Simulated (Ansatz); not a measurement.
Base system: Ag in the fcc (Cu type) structure (space group Fm-3m, No. 225; a = 4.105 Å; relaxed with 0.1 eV smearing). Axes: x, y, z lie along the cube axes.

Calculations: r2SCAN, PAW, 500 eV (Ansatz, a quantum-chemistry and plane-wave program; no SOC), earlier PAW set.

A first run, uniaxial strain ε_xx = −1.43 %, gives secant values C11 ≈ 130 GPa and C12 ≈ 98 GPa from its stress. A second run applies biaxial strain −1.12 %, plane normal [001], relaxed out of plane.

What does linear elasticity predict for −ε⊥/ε∥ in the second run, and what does the run give?

Linear elasticity: 2 C12/C11 = 1.51. The run gives 1.47; any difference comes from nonlinear terms at these strains and numerical noise.

Stability against distortions was not tested.
